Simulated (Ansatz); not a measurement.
Input and output of a self-consistent single point for BaRh2 (P1, 6 atoms in the cell) (Ansatz, a quantum-chemistry and plane-wave program).

Method of the run: PBEsol, default PAW files made with PBE (plane waves; Ansatz).

The change in words: atoms moved at random. Reference geometry:
```
CELL_PARAMETERS angstrom
      0.00000     3.95741     3.95741
      3.95741     0.00000     3.95741
      3.95741     3.95741     0.00000
ATOMIC_POSITIONS crystal
  Ba 0.50000 0.50000 0.50000
  Ba 0.75000 0.75000 0.75000
  Rh 0.12500 0.12500 0.62500
  Rh 0.12500 0.62500 0.12500
  Rh 0.12500 0.12500 0.12500
  Rh 0.62500 0.12500 0.12500
```
Moments meant for the start (each program seeds them in its own way; μB, in the order of the atoms Ba Ba Rh Rh Rh Rh): 0.0 0.0 1.0 1.0 1.0 1.0.

Reference input (self-consistent single point, DFT, PBEsol, plane waves, default PAW files made with PBE): basis.ecutwfc = 30.9 Ry; kpoints.mp_grid.grid = 5 5 5; hamiltonian.xc = pbesol; hamiltonian.pseudopotentials = {kind: paw} (the program's default PAW files); magnetization.spin_polarized = true; scf.occupations.method = fermi_dirac; scf.occupations.width = 0.01 Ry. This run's input differs from it in these lines:

Ansatz 0.2 input:
```diff
@@ -7,8 +7,8 @@
   atoms:
-    - { symbol: Ba, position: [0.50000000, 0.50000000, 0.50000000] }
-    - { symbol: Ba, position: [0.75000000, 0.75000000, 0.75000000] }
-    - { symbol: Rh, position: [0.12500000, 0.12500000, 0.62500000], spin: 1.0 }
-    - { symbol: Rh, position: [0.12500000, 0.62500000, 0.12500000], spin: 1.0 }
-    - { symbol: Rh, position: [0.12500000, 0.12500000, 0.12500000], spin: 1.0 }
-    - { symbol: Rh, position: [0.62500000, 0.12500000, 0.12500000], spin: 1.0 }
+    - { symbol: Ba, position: [0.49769400, 0.50122900, 0.49937800] }
+    - { symbol: Ba, position: [0.75663500, 0.75227800, 0.74553300] }
+    - { symbol: Rh, position: [0.13417600, 0.11623600, 0.63013700], spin: 1.0 }
+    - { symbol: Rh, position: [0.13037100, 0.61832700, 0.13029100], spin: 1.0 }
+    - { symbol: Rh, position: [0.12230200, 0.13599500, 0.10742200], spin: 1.0 }
+    - { symbol: Rh, position: [0.60882200, 0.12593500, 0.13723900], spin: 1.0 }
 basis:
```

Output (repeated stretches shortened):

```
SCF iter   1: F=—  HF=-37092.307061 eV  |F-HF|=—  |Δ(HF+E_count)|=         —  Δρ=1.20e-1 (↑1.20e-1 ↓7.18e-2)  dr2=8.51e1  dr2_m=8.70e-1  M=0.887 μB ∫|m|=1.202 μB  β_m=0.30  ethr=3.10e-3  ⟨swp⟩=10.8  Hψ=36628  notcnv=0
Mixer restart at iter 1: flushing history
all-band conjugate gradients solve this SCF's bands
preconditioner: auto → Kerker (q_TF=auto, 2.577 Å⁻¹)
spin=Collinear: Kerker preconditioning applied to the charge; magnetization (m = ρ↑ − ρ↓) channel mixes plain (no charge-response kernel on spin).
   [... lines left out ...]
SCF iter  11: F=—  HF=-37080.927020 eV  |F-HF|=—  |Δ(HF+E_count)|=  9.53e-10  Δρ=2.26e-6 (↑1.82e-6 ↓2.26e-6)  dr2=3.43e-8  dr2_m=8.06e-11  M=0.000 μB ∫|m|=0.000 μB  β_m=0.99  ethr=3.11e-10  ⟨swp⟩=2.1  Hψ=11194  notcnv=0  defer=163
SCF iter  12: F=-37080.927020 eV  HF=-37080.927020 eV  |F-HF|=1.46e-8  |Δ(HF+E_count)|=   2.27e-9  Δρ=1.30e-6 (↑1.28e-6 ↓1.30e-6)  dr2=1.58e-8  dr2_m=4.24e-12  M=-0.000 μB ∫|m|=0.000 μB  ethr=3.90e-11  ⟨swp⟩=10.9  Hψ=31527  notcnv=0
SCF 1 converged in 12 iterations: F = -37080.927020 eV  dr2 = 1.58e-8
WARN: the starting moments were not kept: the SCF closed with an absolute magnetisation of 1.1e-5 μB, where they sum to 4 μB in size (4 sites) …
Magnetization: -0.0000 μB (44.0000 up, 44.0000 down)
   [... lines left out ...]
Absolute magnetization: 0.0000 μB (∫|ρ↑−ρ↓|, with the PAW one-centre terms)
Free energy (F): -37080.927020 eV
Fermi energy:    15.299625 eV
   [... lines left out ...]
  atom   6  Rh    -0.14634572     0.04103145     0.15606357
--- Stress (GPa, compression-positive) ---
       -5.229677      -0.085482      -0.094574
       -0.085482      -5.291261       0.004166
       -0.094574       0.004165      -5.445773
  P = ⅓ Tr σ = -5.3222 GPa (-53.222 kbar)
  The stress holds the Pulay correction. Without it, at fixed plane waves, as pw.x and ABINIT print it: P = -5.3552 GPa
```

The run converged in 12 iterations. Against the reference run the free energy rises by 4.5 meV/atom, the pressure goes from -5.59 to -5.32 GPa and the largest force goes from 0.000 to 0.235 eV/Å.

The starting cell comes from a database of computed structures (which also holds hypothetical and non-ambient phases and stackings), without a prior relaxation at this level. For this run, on top of that: atoms moved at random. The starting moments vanished: the run ended non-magnetic. The program warned that a starting moment was not kept. With a pressure of about -5 GPa the cell is away from its equilibrium volume at this level. Ansatz's pressure includes its estimate of the finite-basis (Pulay) stress.

Cost on one core of a shared machine: roughly 2 min.
